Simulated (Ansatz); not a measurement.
The starting structures come from a database of crystals and need not be the phases stable at ambient conditions.

By PBEsol, the system below comes out a metal.

```yaml
crystal:
  lattice:
    - [4.77656, 0.00000, 0.00000]
    - [-2.38828, 4.13662, 0.00000]
    - [2.38828, 1.37887, 0.97501]
  atoms:
    - { symbol: Ag, position: [0.00000, 0.00000, 0.00000] }
```

Space group of this cell: Im-3m, bcc (W type). The cell is strained (all lengths scaled by 1.02); by PBEsol its mean pressure is -10.8 GPa.

The current flows along the normal of the first two printed cell vectors, the (111) plane of the conventional cell. No spin-orbit coupling; the value is a mean over 0.1 eV about the Fermi level.

Problem. Predict the ballistic conductance per area from PBEsol (Ansatz, an electronic-structure program).

Solution. 0.85 × 10¹⁵ S/m² for both spins.
